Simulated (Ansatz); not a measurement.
A periodic model of amorphous Ta16O40Cu:

```xyz
57
Lattice="9.2997 0.0000 0.0000 0.0000 9.2997 0.0000 0.0000 0.0000 9.2997" Properties=species:S:1:pos:R:3 pbc="T T T"
Ta     7.2423     1.7959     0.4507
Ta     3.5744     7.2802     6.3327
Ta     9.0872     4.6778     8.3786
Ta     0.6552     0.1774     2.7359
Ta     0.1030     6.3642     4.7884
Ta     6.9154     6.8066     2.3386
Ta     4.7848     3.8753     1.6455
Ta     1.8197     4.4329     6.1551
Ta     5.5863     5.1035     7.4681
Ta     2.1582     1.2302     6.8134
Ta     9.0963     3.7414     2.8058
Ta     4.1568     9.0145     3.4916
Ta     0.0846     8.2449     9.0621
Ta     4.3717     0.2581     9.1562
Ta     6.1817     2.6718     4.7257
Ta     8.1321     0.0688     5.7811
O      3.8260     8.0491     8.1660
O      8.3588     0.1945     3.7924
O      5.0494     1.2702     3.9378
O      7.8497     7.4471     0.9009
O      6.1901     0.3427     8.8538
O      5.5852     5.7239     1.7205
O      0.5277     6.4715     8.5633
O      7.2815     5.3781     8.2208
O      4.0260     8.9204     1.5919
O      7.3983     3.0350     1.8823
O      8.0111     2.8573     8.4702
O      2.9921     3.9085     1.7743
O      3.2397     9.2586     5.9557
O      5.2250     2.0952     1.0080
O      8.0151     7.4255     5.4659
O      3.4857     1.6570     8.2559
O      5.2440     3.8368     3.5425
O      6.0101     8.1718     3.1673
O      1.0660     4.5838     4.1833
O      0.0378     4.5090     1.0718
O      1.3133     3.3365     7.7953
O      2.6519     2.7641     5.7098
O      8.6332     0.6350     0.9946
O      3.8920     7.3589     4.4552
O      0.7730     7.6406     3.6695
O      2.3833     0.4253     3.4868
O      3.5139     5.2421     6.7640
O      1.3786     0.0843     8.1712
O      0.7228     2.1741     2.5863
O      0.4358     1.0680     5.9345
O      9.1384     4.8802     6.3627
O      1.7064     6.6311     5.9953
O      5.8431     3.6945     6.2752
O      1.2519     8.3825     1.3120
O      6.6190     1.1187     5.9337
O      7.9398     3.0700     4.3267
O      8.2438     8.8025     7.6160
O      5.4319     6.7963     6.5921
O      4.7961     4.4766     9.0152
O      8.0957     5.6538     3.3631
Cu     2.2839     3.5820     0.0889
```

Level of theory: PBE, scalar-relativistic without spin-orbit coupling (plane waves to 420 eV, PAW; Ansatz, a quantum-chemistry and plane-wave program). In the spin-polarised cell the level spacing at the Fermi energy can part levels of unlike spin.

The cell was made by melting and quenching with the CHGNet potential and then relaxed with DFT. O atoms were pushed apart under 1.9 Å during the dynamics, to hinder bonds among them. The hot cell started wider than the set density and was brought back towards it in steps. It is the lowest in DFT energy of 2 quenches. It is a model cell: composition and starting density were chosen by hand, and all elements were melted together. No dispersion term was used. Its density started from a set value of 7.43 and ended at 7.43 g/cm³. Cooling (nominally 300 K/ps over its main leg) ran many orders faster than in experiment, which tends to leave more defects and strain. A cell of this size samples the disorder only roughly. The volume was held where the preparation left it, at a PBE pressure of 4.0 GPa. Stress components on the final sampling reach 4.3 GPa. On a 2×2×2 Γ-centred mesh force components of up to 0.17 eV/Å stay, since the relaxation ran on the zone centre alone.

Cut-offs for bonds: Ta-Ta 3.12 Å, Ta-O 2.46 Å, Ta-Cu 3.01 Å, O-O 1.58 Å, O-Cu 2.38 Å, Cu-Cu 2.90 Å. Two cations that share two anions don't count as bonded, nor two that share one unless they lie closer than Ta-Ta 3.04 Å, Ta-Cu 2.93 Å, Cu-Cu 2.82 Å.

Question: Give the coordination numbers, mean bond lengths and angles.

Answer: 
| Item | Value |
|---|---|
| Mean coordination of Ta by anions | 5.38 (1 with 4, 8 with 5, 7 with 6); 1 close contacts or bonds to cations besides |
| Mean coordination of O | 2.20 (32 with 2, 8 with 3) |
| Mean coordination of Cu by anions | 2.00 (1 with 2); 1 close contacts or bonds to cations besides |
| Mean Ta-O bond | 1.973 Å (spread 0.111 Å, 86 counted) |
| Mean O-Cu bond | 1.869 Å (spread 0.012 Å, 2 counted) |
| Bond angle at Ta | mean 104.9°, spread 27.6° |
| Bond angle at O | mean 128.3°, spread 22.3° |

Question: List the pairs of like atoms that count as bonded by the rules above.

Answer: There are none by these rules.
